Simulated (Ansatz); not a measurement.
Functionals compared on the (0001) surface of wurtzite ZnO, Zn-terminated, SH on every top atom (bottom of the slab: 2 H on 4 bottom sites), in Ansatz (plane waves, PAW). The structure was relaxed with PBE; the other rows are single points on it. Cutoff 420 eV (500 eV for r2SCAN).

Model: 50-atom slab, 14.8 Å thick at the start with caps and adatoms, 4x4x1 mesh, Fermi-Dirac 0.025 eV, dipole correction, 8 atoms held, the rest relaxed; no symmetry held; no spin (no spin-polarised run to compare, though such a face may carry moments), no spin-orbit, no U. The slab shows no gap on its mesh. It is one candidate, not shown to be the stable structure of the face. These notes are the PBE run's.

| functional | work function of the top face (eV) | rough cost of the single point |
|---|---|---|
| PBE | 5.70 | – |
| r2SCAN | [?] | about 9 core-minutes (a rough figure) |

**Question.** What belongs in the gaps?

**Answer.** 
- r2SCAN, work function of the top face (eV): 5.89

Ansatz is a program for electronic structure.
